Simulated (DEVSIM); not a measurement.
System: abrupt InP p-n junction, at 300 K.

Layer 1 from the left is InP, thickness (μm) 7.80, Na (cm⁻³) 3.5e16, τn (s) 3.1e-9, τp (s) 3.1e-9. Layer 2 from the left is InP, thickness (μm) 8.40, Nd (cm⁻³) 1e15, τn (s) 3.1e-9, τp (s) 3.1e-9.

Left contact: ohmic. Right contact: ohmic. Voltage is applied to the left contact. Recombination: SRH at mid-gap, radiative, Auger. Mobility is μmin + (μ − μmin)/(1 + (N/Nref)^α).

Constants are typed, rounded textbook-type inputs, not results; the design itself was drawn at random and stands for no fabricated device. Values at 300 K.

InP: gap (eV) 1.344, affinity (eV) 4.38, permittivity 12.5, Nc (cm⁻³) 5.7e17, Nv (cm⁻³) 1.1e19, μn (cm²/Vs) 5200, μp (cm²/Vs) 170, μn,min 400, μp,min 10, Nref,n 3e17, Nref,p 4.9e17, αn 0.47, αp 0.62, B (cm³/s) 1.2e-10, Cn (cm⁶/s) 9e-31, Cp (cm⁶/s) 9e-31.

Q: Estimate by hand the built-in potential, the peak field at zero bias, the capacitance at -6 V, and compare with a numerical solution.

A: 
- Built-in potential: ni = √(Nc Nv) exp(−Eg/2kT) = 1.29e7 cm⁻³ with Eg = 1.344 eV; Vbi = kT/q ln(Na Nd/ni²) = 1.031 V; numerical 1.031 V.
- Peak field at zero bias: depletion approximation: W = √(2εVbi/(qN)) = 1.21 μm with N = 9.72e14 cm⁻³; field = 2Vbi/W = 17000 V/cm; numerical 17600 V/cm (estimate below by 3.1 %).
- Capacitance at -6 V: C = √(qεN / 2(Vbi + |V|)) = 3.50 nF/cm²; numerical 3.51 nF/cm².

Model (solved in DEVSIM): 1D drift-diffusion, Boltzmann statistics, complete ionisation; no tunnelling, impact ionisation, image-force lowering or self-heating.
